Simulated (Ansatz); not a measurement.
```yaml
crystal:
  lattice:
    - [3.70150, 0.00000, 0.00000]
    - [-1.85075, 3.20560, 0.00000]
    - [0.00000, 0.00000, 18.93629]
  atoms:
    - { symbol: Sn, position: [0.00000, 0.00000, 0.50000] }
    - { symbol: S, position: [0.33333, 0.66667, 0.57808] }
    - { symbol: S, position: [0.66667, 0.33333, 0.42192] }
```

The numbers are results of PBE with spin-orbit coupling, rigid bands (plane waves, PAW; Ansatz, an electronic-structure program), not measurements. Condition of this run: spin-orbit coupling switched on. Geometry: cell and atoms relaxed with PBE.

Task: What conductivity effective mass do dilute holes have at 300 K?

Result: 0.55 mₑ.

Task: Predict the electron conductivity mass (n e² τ/σ) at 300 K, by direction if it differs.

Result: 0.40 mₑ.

Task: And the band gap?

Result: 1.57 eV at this level; semilocal functionals usually fall short of the measured gap.

Rigid bands, one relaxation time for all states, no polarons.
